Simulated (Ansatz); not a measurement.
Take HfS2 in the CdI2 type structure (space group P-3m1, No. 164; a = 3.547 Å, c = 5.577 Å; layered, stacked along the Cartesian z axis) as the base. Axes: x lies along a and z along c of the hexagonal cell.

All numbers come from PBEsol-D3(BJ) (Ansatz, an electronic-structure program), no spin-orbit coupling.

Base values:

| Quantity | Value |
|---|---|
| Pressure | 0.01 GPa |
| Band gap | 0.45 eV |
| Valence-band top at Γ | 0.00, -0.29, -0.29 eV |

Now apply this change: biaxial strain −0.50 %, plane normal [001], relaxed out of plane (Cartesian); in-plane vectors clamped, the third vector and the atoms free.

### Question
What does the calculation give for the out-of-plane strain after the change?

### Answer
The out-of-plane strain amounts to +0.16 %.

### Question
Estimate the effect on the pressure.

### Answer
The pressure (mean of the normal stresses, compression positive) increases by 0.60 GPa to 0.61 GPa.

### Question
Estimate the effect on the band gap.

### Answer
The band gap shrinks by 0.04 eV, from 0.45 eV to 0.41 eV.

### Question
Estimate the effect on the valence-band top at Γ.

### Answer
The valence-band top at Γ (three highest levels, from the VBM) changes from 0.00, -0.29, -0.29 eV to 0.00, -0.25, -0.25 eV.

With Hf present, leaving out spin-orbit coupling can change the band edges. No phonon test of stability was made.
